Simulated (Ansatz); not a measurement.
Consider Cu in the fcc (Cu type) structure (space group Fm-3m, No. 225; a = 3.563 Å; relaxed with 0.1 eV smearing). Axes: x, y, z lie along the cube axes.

Method: DFT with PBEsol, PAW potentials and a 420 eV plane-wave cutoff in Ansatz (an electronic-structure program), no spin-orbit coupling, earlier PAW set.

Strains are applied to the cell and any free atomic positions relax; under biaxial strain the out-of-plane vector relaxes too.

One change was made to it. Results:

The energy grows by 4.9 meV/atom; the pressure (mean of the normal stresses, compression positive) goes from zero to 0.3 GPa.

Problem. Name the change that was made.
A. biaxial strain −3.29 %, plane normal [111], relaxed out of plane
B. uniaxial strain ε_zz = −2.20 %
C. tensor shear ε_xz = −1.91 %

Solution. C, tensor shear ε_xz = −1.91 %. For comparison, the pressure in the other runs: biaxial strain −3.29 %, plane normal [111], relaxed out of plane gives 8.9 GPa; uniaxial strain ε_zz = −2.20 % gives 4.0 GPa.

Whether these cells are dynamically stable was not tested. All final runs are without spin polarisation.
